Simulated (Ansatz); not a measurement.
**What a tighter setting buys: basis.ecutwfc, NaCd₄As₃ (R-3m, 8 atoms in the cell)**

Cell: a = 11.5178 Å, b = 11.5178 Å, c = 11.5178 Å, α = 22.30°, β = 22.30°, γ = 22.30°.

Computed with r2SCAN, default PAW files made with PBE (plane waves; Ansatz, an electronic-structure program).

Base settings: basis.ecutwfc = 500 eV; kpoints.mp_grid.grid = 4 4 4; kpoints.mp_grid.shift = 0.5 0.5 0.5; hamiltonian.xc = r2scan; hamiltonian.pseudopotentials = {kind: paw} (the program's default PAW files); scf.occupations.method = methfessel_paxton; scf.occupations.width = 0.136 eV.

Misses are taken against the tightest run, 1000 eV, which need not be fully converged itself. The energy is the free energy per atom.

The count of work is k-points × plane waves × bands × iterations; it is no time, and leaves out set-up, grids and terms that scale otherwise. 

Ansatz's pressure holds its estimate of the finite-basis (Pulay) stress, which hides part of the cutoff error; the uncorrected pressure shows it.

The starting cell comes from a database of published, mostly measured structures (it also holds non-ambient and calculated ones), without a prior relaxation at this level. Ansatz's pressure includes its estimate of the finite-basis (Pulay) stress. A gap is left out here, as mesh or smearing make it unsure.

```
basis.ecutwfc  energy less reference (meV/atom)  pressure less reference (GPa)  largest difference in the force on any atom (eV/Å)  uncorrected pressure less reference (GPa)  count of work / reference
-------------  --------------------------------  -----------------------------  --------------------------------------------------  -----------------------------------------  -------------------------
200 eV                                  8608.39                          -0.47                                               0.237                                    -290.15                      0.099
250 eV                                  1132.37                          -0.19                                               0.138                                     -55.76                       0.12
300 eV                                    97.26                           0.15                                               0.017                                      -6.65                       0.14
350 eV                                    11.32                           0.03                                               0.003                                      -0.37                       0.20
400 eV                                     6.73                           0.01                                               0.001                                      -0.09                       0.25
450 eV                                     3.88                           0.01                                               0.001                                      -0.09                       0.30
500 eV                                     2.07                           0.01                                               0.000                                      -0.04                       0.35
575 eV                                     1.12                           0.00                                               0.000                                      -0.01                       0.43
650 eV                                     0.65                           0.00                                               0.000                                      -0.01                       0.52
750 eV                                     0.26                           0.00                                               0.000                                      -0.01                       0.64
875 eV                                     0.06                           0.00                                               0.000                                       0.00                       0.82
1000 eV                                    0.00                           0.00                                               0.000                                       0.00                        1.0
```

Coarsest setting among those run that, with all tighter ones, holds the energy within 10 meV/atom of the reference: 400 eV, off by 6.7 meV/atom; it needs 0.25 of the reference's count of work.

Coarsest setting among those run that, with all tighter ones, holds the energy within 5 meV/atom of the reference: 450 eV, off by 3.9 meV/atom; it needs 0.30 of the reference's count of work.

The step from 450 eV to 875 eV: it takes the miss in the energy from 3.9 to 0.06 meV/atom, for 2.7 times the count of work.

Keys are those of Ansatz 0.2.
